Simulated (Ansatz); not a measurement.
For fluorite PtAl₂, PBE+SOC (Ansatz, an electronic-structure program, PAW) gives:

lattice parameter a: 5.939 Å
bulk modulus: 130 GPa

### Question
What does PBE0 in Ansatz (plane waves, PAW) give for the same quantities?

### Answer

- lattice constant a: 5.905 Å (shrinks by 0.6 %)
- bulk modulus: 140 GPa (grows by 7.7 %)

For comparison: lattice constant a 5.91 Å (measured, temperature not stated, copied from a table, unchecked, not corrected to a static lattice; as tabulated in Crystal Structures 1, 239 (1963)).

Changes are worked out from the printed values.

Unless a cell is named, each level is at its own relaxed cell (PBE+SOC 17.45, PBE0 17.16 Å³/atom).

Levels without +SOC leave out spin–orbit coupling, which shifts energies and cells of such heavy elements.

The crystal itself was run without spin with PBE0; a magnetic state was not tried in these runs.

Ansatz's density-functional and Hartree–Fock values are scalar-relativistic unless marked +SOC, with PAW data made under PBE.
